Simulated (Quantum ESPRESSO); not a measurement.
A user runs Quantum ESPRESSO on ZnBiF₅ (P1, 14 atoms in the cell) and asks whether the run is sound. The aim is a self-consistent single point with DFT, PBEsol, plane waves, PSlibrary ultrasoft (PBE) pseudopotentials.

Input:

```fortran
&CONTROL
  calculation = 'scf'
  prefix = 'run'
  outdir = './out'
  pseudo_dir = './'
  verbosity = 'high'
  tprnfor = .true.
  tstress = .true.
/
&SYSTEM
  ibrav = 0
  nat = 14
  ntyp = 3
  ecutwfc = 55
  ecutrho = 550
  occupations = 'smearing'
  smearing = 'fermi-dirac'
  degauss = 0.0036749
  input_dft = 'pbesol'
/
&ELECTRONS
  conv_thr = 1.0d-10
  mixing_beta = 0.3
/
ATOMIC_SPECIES
Zn    65.3800  Bi.pbe-dn-rrkjus_psl.1.0.0.UPF
Bi   208.9804  Zn.pbe-dn-rrkjus_psl.1.0.0.UPF
F     18.9984  F.pbe-n-rrkjus_psl.1.0.0.UPF
CELL_PARAMETERS {angstrom}
   5.8133700000     0.0000000000     0.0000000000
  -1.7421790000     5.5484730000     0.0000000000
  -2.5920440000    -2.3653480000     7.6005890000
ATOMIC_POSITIONS {crystal}
Zn  0.2562900000    0.5035600000    0.7492400000
Zn  0.7404600000    0.4903800000    0.2479400000
Bi  0.9998700000    0.9974100000    0.9976200000
Bi  0.4958100000    0.9963800000    0.4973000000
F   0.3884300000    0.1336700000    0.2442700000
F   0.6058100000    0.8550100000    0.7476000000
F   0.5758700000    0.6759100000    0.3566300000
F   0.8337600000    0.2205300000    0.1472500000
F   0.7767700000    0.6683400000    0.0657700000
F   0.0976500000    0.7062400000    0.4334200000
F   0.2366500000    0.3389900000    0.9404400000
F   0.8969900000    0.2894200000    0.5662500000
F   0.1721600000    0.7788200000    0.8520600000
F   0.4272800000    0.3187300000    0.6451800000
K_POINTS {automatic}
3 3 2  0 0 0
```

The program printed (abridged):

```
     file Bi.pbe-dn-rrkjus_psl.1.0.0.UPF: wavefunction(s)  5D renormalized
     file Zn.pbe-dn-rrkjus_psl.1.0.0.UPF: wavefunction(s)  3D renormalized
     file F.pbe-n-rrkjus_psl.1.0.0.UPF: wavefunction(s)  2S renormalized
     G-vector sticks info
     --------------------
   [... lines left out ...]

     number of k points=    10  Fermi-Dirac smearing, width (Ry)=  0.0037
                       cart. coord. in units 2pi/alat
        k(    1) = (   0.0000000   0.0000000   0.0000000), wk =   0.1111111
        k(    2) = (   0.0000000   0.0000000  -0.3824289), wk =   0.1111111
        k(    3) = (   0.0000000   0.3492474   0.1086879), wk =   0.2222222
        k(    4) = (   0.0000000   0.3492474  -0.2737411), wk =   0.2222222
        k(    5) = (   0.3333333   0.1046642   0.1462494), wk =   0.2222222
        k(    6) = (   0.3333333   0.1046642  -0.2361795), wk =   0.2222222
        k(    7) = (   0.3333333   0.4539116   0.2549373), wk =   0.2222222
        k(    8) = (   0.3333333   0.4539116  -0.1274916), wk =   0.2222222
        k(    9) = (   0.3333333  -0.2445833   0.0375616), wk =   0.2222222
        k(   10) = (   0.3333333  -0.2445833  -0.3448673), wk =   0.2222222

     Dense  grid:   360151 G-vectors     FFT dimensions: (  90,  90, 120)

     Smooth grid:    91185 G-vectors     FFT dimensions: (  54,  54,  75)

     Initial potential from superposition of free atoms

     starting charge     123.9913, renormalised to     124.0000
     Self-consistent Calculation

     iteration #  1     ecut=    55.00 Ry     beta= 0.30

---- Real-time Memory Report at c_bands before calling an iterative solver
          1191 MiB given to the printing process from OS
           329 MiB allocation reported by mallinfo(arena+hblkhd)
------------------

     total energy              =   -1091.20930317 Ry
     estimated scf accuracy    <       1.72659418 Ry

     iteration #  2     ecut=    55.00 Ry     beta= 0.30

---- Real-time Memory Report at c_bands before calling an iterative solver
   [... lines left out ...]

---- Real-time Memory Report at c_bands before calling an iterative solver
          1410 MiB given to the printing process from OS
           395 MiB allocation reported by mallinfo(arena+hblkhd)
------------------

     total energy              =   -1091.48256207 Ry
     estimated scf accuracy    <          3.2E-10 Ry

     iteration # 13     ecut=    55.00 Ry     beta= 0.30

---- Real-time Memory Report at c_bands before calling an iterative solver
          1410 MiB given to the printing process from OS
           395 MiB allocation reported by mallinfo(arena+hblkhd)
------------------
     End of self-consistent calculation

     the Fermi energy is     4.2921 ev

!    total energy              =   -1091.48256210 Ry
     estimated scf accuracy    <          3.0E-11 Ry
     smearing contrib. (-TS)   =      -0.00000000 Ry
     internal energy E=F+TS    =   -1091.48256210 Ry

     convergence has been achieved in  13 iterations

     Forces acting on atoms (cartesian axes, Ry/au):

     atom    1 type  1   force =     0.04370294    0.07346973    0.00754199
     atom    2 type  1   force =    -0.04263795   -0.08105636   -0.02169185
     atom    3 type  2   force =     0.00107892   -0.00127444    0.00466570
     atom    4 type  2   force =     0.00116017   -0.00057147    0.00166331
   [... lines left out ...]

     Total force =     0.630602     Total SCF correction =     0.000019

          total   stress  (Ry/bohr**3)                   (kbar)     P=       78.81
   0.00084701  -0.00053657  -0.00045360          124.60      -78.93      -66.73
  -0.00053657   0.00046573   0.00032469          -78.93       68.51       47.76
  -0.00045360   0.00032469   0.00029453          -66.73       47.76       43.33

   JOB DONE.
```

Q: Is this run sound? If not, what is wrong?

A: The run is not sound. The fault is potential files assigned to the wrong elements. Each file describes one element; swapped files give the atoms the wrong cores and charges. To fix it, match the files to the elements. The run converged in 13 iterations without an error; against the sound input the pressure goes from -4.12 to 7.88 GPa, the largest force goes from 0.326 to 7.302 eV/Å and the gap on the mesh goes from 3.926 to 2.094 eV.

An input that runs soundly differs in these lines (not the only fix; some lines may just follow from the change or write a value another way):
```diff
-Zn    65.3800  Bi.pbe-dn-rrkjus_psl.1.0.0.UPF
-Bi   208.9804  Zn.pbe-dn-rrkjus_psl.1.0.0.UPF
+Zn    65.3800  Zn.pbe-dn-rrkjus_psl.1.0.0.UPF
+Bi   208.9804  Bi.pbe-dn-rrkjus_psl.1.0.0.UPF
-Zn  0.2562900000    0.5035600000    0.7492400000
-Zn  0.7404600000    0.4903800000    0.2479400000
-Bi  0.9998700000    0.9974100000    0.9976200000
-Bi  0.4958100000    0.9963800000    0.4973000000
-F   0.3884300000    0.1336700000    0.2442700000
-F   0.6058100000    0.8550100000    0.7476000000
-F   0.5758700000    0.6759100000    0.3566300000
-F   0.8337600000    0.2205300000    0.1472500000
-F   0.7767700000    0.6683400000    0.0657700000
-F   0.0976500000    0.7062400000    0.4334200000
-F   0.2366500000    0.3389900000    0.9404400000
-F   0.8969900000    0.2894200000    0.5662500000
-F   0.1721600000    0.7788200000    0.8520600000
-F   0.4272800000    0.3187300000    0.6451800000
+Zn    0.2562900000    0.5035600000    0.7492400000
+Zn    0.7404600000    0.4903800000    0.2479400000
+Bi    0.9998700000    0.9974100000    0.9976200000
+Bi    0.4958100000    0.9963800000    0.4973000000
+F     0.3884300000    0.1336700000    0.2442700000
+F     0.6058100000    0.8550100000    0.7476000000
+F     0.5758700000    0.6759100000    0.3566300000
+F     0.8337600000    0.2205300000    0.1472500000
+F     0.7767700000    0.6683400000    0.0657700000
+F     0.0976500000    0.7062400000    0.4334200000
+F     0.2366500000    0.3389900000    0.9404400000
+F     0.8969900000    0.2894200000    0.5662500000
+F     0.1721600000    0.7788200000    0.8520600000
+F     0.4272800000    0.3187300000    0.6451800000
```

With that input, the run converged in 13 iterations: free energy E − TS -14855.8311 eV; top of the valence band (on the code's own zero) 1.89 eV; gap on the k-point mesh 3.93 eV; pressure -4.12 GPa; largest force (vector length) 0.326 eV/Å (DFT, PBEsol, plane waves, PSlibrary ultrasoft (PBE) pseudopotentials).

On the sound input: the starting cell comes from a database of computed structures (which also holds hypothetical and non-ambient phases and stackings), without a prior relaxation at this level. Spin-orbit coupling is off. With a pressure of about -4 GPa the cell is away from its equilibrium volume at this level.
